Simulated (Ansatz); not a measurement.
The starting structures come from a database of crystals and need not be the phases stable at ambient conditions.

```
CELL_PARAMETERS angstrom
      8.24757     0.00000     0.00000
      4.12378     7.36845     0.00000
      0.00000     4.61579     6.83498
ATOMIC_POSITIONS crystal
  Cs 0.82111 0.00000 0.67889
  Cs 0.17889 0.00000 0.32111
  Cs 0.32111 0.00000 0.82111
  Cs 0.67889 0.00000 0.17889
  Cs 0.25000 0.50000 0.25000
  Cs 0.75000 0.50000 0.75000
  Zn 0.25000 0.50000 0.75000
  Zn 0.75000 0.50000 0.25000
  H  0.21512 0.34012 0.94476
  H  0.78488 0.65988 0.05524
  H  0.71512 0.34012 0.21512
  H  0.28488 0.65988 0.78488
  H  0.44476 0.34012 0.71512
  H  0.55524 0.65988 0.28488
  H  0.94476 0.34012 0.44476
  H  0.05524 0.65988 0.55524
  H  0.50000 0.00000 0.50000
  H  0.00000 0.00000 0.00000
```

Space group of this cell: I4/mcm. The cell is taken as given.

Transport runs along the normal of the first two printed cell vectors, the (101) plane of the conventional cell.

The gap is the functional's own. No spin-orbit coupling. Mid-gap values are interpolated on the energy grid.

Q: State the band gap and the smallest decay constant κ at mid-gap according to r2SCAN (Ansatz, a quantum-chemistry and plane-wave program).

A: Gap 3.12 eV on a 6×6×6 mesh; κ = 0.356 1/Å, at the zone centre.
